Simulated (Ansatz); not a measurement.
Si (Fd-3m), HSE06, rigid bands (Ansatz, a first-principles code): band gap 1.13 eV, N_c = 2.90e19 cm⁻³ and N_v = 3.29e19 cm⁻³ at 300 K, conductivity masses of 0.274 mₑ (electrons) and 0.324 mₑ (holes). Take k_BT = 0.02585 eV.

Problem. What built-in voltage has an abrupt junction with N_A = 1e17 and N_D = 1e18 cm⁻³, all dopants ionised?

Solution. V_bi = E_g/e − (k_BT/e) ln(N_c N_v/(N_A N_D)) = 1.13 − 0.02585 × 9.16 = 0.89 V. It follows the computed gap one for one.

Problem. A film of it is 8 nm thick. Estimate the confinement energies in an infinite well.

Solution. ħ²π²/(2m t²) = 0.376 eV·nm²/(m/mₑ × t²) gives 21.4 meV for electrons and 18.1 meV for holes, so the gap would widen to about 1.17 eV. Finite barriers and nonparabolic bands lower this, and with several valleys or bands the heaviest mass along the normal sets the lowest level, not this average.

Problem. What thermal injection velocity √(2k_BT/πm) limits a ballistic channel?

Solution. 1.03e7 cm/s for electrons and 9.45e6 cm/s for holes, a ratio of √(m_h/m_e) = 1.09, for dilute carriers.

Rigid, parabolic bands with the computed gap; masses take one relaxation time for all states. Spin-orbit coupling is left out; where it splits the top of the valence band, N_v and the p-type Seebeck coefficient come out somewhat high without it. Geometry: cell and atoms relaxed with PBEsol.
